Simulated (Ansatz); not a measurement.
Response to strain in YN

Start from YN in the rock salt structure (space group Fm-3m, No. 225; a = 4.820 Å). Axes: x, y, z lie along the cube axes.

Strains are applied to the cell and any free atomic positions relax; under biaxial strain the out-of-plane vector relaxes too.

Calculations: LDA (Ansatz, a quantum-chemistry and plane-wave program; PAW; 420 eV plane waves; no SOC).

Notes on the quantities. energy relative to the base: free energy F.

```csv
variant,volume per atom,energy relative to the base
base,14.00 Å³,0 meV/atom
"biaxial strain −3.00 %, plane normal [001], relaxed out of plane",13.36 Å³,+37 meV/atom
"biaxial strain −2.50 %, plane normal [001], relaxed out of plane",13.46 Å³,+25 meV/atom
"biaxial strain −2.00 %, plane normal [001], relaxed out of plane",13.57 Å³,+16 meV/atom
"biaxial strain −1.00 %, plane normal [001], relaxed out of plane",13.78 Å³,+3.8 meV/atom
"biaxial strain −0.50 %, plane normal [001], relaxed out of plane",…,…
"biaxial strain +1.50 %, plane normal [001], relaxed out of plane",14.32 Å³,+7.8 meV/atom
"biaxial strain +2.00 %, plane normal [001], relaxed out of plane",14.43 Å³,+14 meV/atom
"biaxial strain +2.50 %, plane normal [001], relaxed out of plane",14.54 Å³,+21 meV/atom
"biaxial strain +3.00 %, plane normal [001], relaxed out of plane",14.65 Å³,+30 meV/atom
```

**Question.** Some entries are withheld; estimate them.

**Answer.** 
- biaxial strain −0.50 %, plane normal [001], relaxed out of plane, volume per atom: 13.89 Å³
- biaxial strain −0.50 %, plane normal [001], relaxed out of plane, energy relative to the base: +1.0 meV/atom

A case with no gap was solved on a k-mesh chosen for an insulator, which is coarse for it. Whether these cells are dynamically stable was not tested. All final runs are without spin polarisation.
